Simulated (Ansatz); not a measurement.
The parent structure is PbSe in the rock salt structure (space group Fm-3m, No. 225; a = 6.218 Å).

Computed with PBE/PAW in Ansatz (a quantum-chemistry and plane-wave program), no spin-orbit coupling.

Strains are applied to the cell and any free atomic positions relax.

One change was made to it. Results:

```tsv
quantity	base	after
energy relative to the base (free energy F)	0 meV/atom	+8.5 meV/atom
hole mass	0.18 mₑ along k, 0.11 mₑ across (at L)	0.24 mₑ along k, 0.13 mₑ across (at L)
valley order (the lowest conduction-band minima on the path, energy above the VBM, named in the base's zone)	L along ⟨111⟩ 0.43 eV; a point along ⟨110⟩, about 0.6 Å⁻¹ from Γ 1.22 eV; a point along ⟨100⟩, about 0.4 Å⁻¹ from Γ 1.95 eV	L along ⟨111⟩ 0.55 eV; a point along ⟨110⟩, about 0.6 Å⁻¹ from Γ 1.30 eV; a point along ⟨100⟩, about 0.4 Å⁻¹ from Γ 2.00 eV
width of the top valence band	2.92 eV	2.63 eV
```

Question: Which of these changes matches the shifts?
A) isotropic strain +1.50 %
B) isotropic strain +3.00 %
C) isotropic strain +2.00 %

Answer: A, isotropic strain +1.50 %. For comparison, the valley order in the other runs: isotropic strain +2.00 % gives L along ⟨111⟩ 0.59 eV; a point along ⟨110⟩, about 0.6 Å⁻¹ from Γ 1.32 eV; a point along ⟨100⟩, about 0.4 Å⁻¹ from Γ 2.01 eV; isotropic strain +3.00 % gives L along ⟨111⟩ 0.66 eV; a point along ⟨110⟩, about 0.6 Å⁻¹ from Γ 1.40 eV; a point along ⟨100⟩, about 0.4 Å⁻¹ from Γ 2.03 eV.

Spin-orbit coupling, missing from the scalar runs, can matter with Pb. The levels and masses belong to the bands next to the band gap. Effective masses come from finite differences of ±0.01 Å⁻¹. Along k means along the line from Γ to the band edge. No phonon test of stability was made.
